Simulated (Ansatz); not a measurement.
**Effective masses and thermopower of SiO$_{2}$ under load (space group P4_2/mnm)**

Input:

```yaml
crystal:
  lattice:
    - [4.18818, 0.00000, 0.00000]
    - [0.00000, 4.18818, 0.00000]
    - [0.00000, 0.00000, 2.69200]
  atoms:
    - { symbol: Si, position: [0.00000, 0.00000, 0.00000] }
    - { symbol: Si, position: [0.50000, 0.50000, 0.50000] }
    - { symbol: O, position: [0.30592, 0.30592, 0.00000] }
    - { symbol: O, position: [0.19408, 0.80592, 0.50000] }
    - { symbol: O, position: [0.69408, 0.69408, 0.00000] }
    - { symbol: O, position: [0.80592, 0.19408, 0.50000] }
```

Calculation: PBEsol, rigid bands (plane waves, PAW, scalar-relativistic; Ansatz, a quantum-chemistry and plane-wave program). Condition of this run: uniaxial stress zz = -3 GPa (compression positive) (the target of the relaxation). How the cell was made: cell and atoms relaxed with PBEsol, then loaded as said.

```yaml
band_gap: 5.29 eV
electron conductivity mass (300 K, dilute): 0.49 (x), 0.49 (y), 0.38 (z) mₑ
hole conductivity mass (300 K, dilute): 1.11 (x), 1.11 (y), 1.79 (z) mₑ
effective density of states N_c (300 K): 7.5e18 cm⁻³
effective density of states N_v (300 K): 3.3e19 cm⁻³
density_of_states_mass_electrons: 0.45 mₑ
density_of_states_mass_holes: 1.20 mₑ
Seebeck coefficient, n-type 1e19 cm⁻³, 300 K: -198 μV/K
best n-type power factor at 300 K for τ = 10 fs (best axis; densities from 1e16 to 1e21 cm⁻³ tried, whether or not they can be reached): 3.3 μW/(cm·K²) at 3e19 cm⁻³
Seebeck coefficient, p-type 1e19 cm⁻³, 300 K: 327 μV/K
best p-type power factor at 300 K for τ = 10 fs (best axis; densities from 1e16 to 1e21 cm⁻³ tried, whether or not they can be reached): 5.4 μW/(cm·K²) at 1e20 cm⁻³
```

Rigid bands; masses and Seebeck coefficients take one relaxation time τ for all states and one kind of carrier; polarons and phonon drag are left out. Spin-orbit coupling is left out; where it splits the top of the valence band, N_v and the p-type Seebeck coefficient come out somewhat high without it.
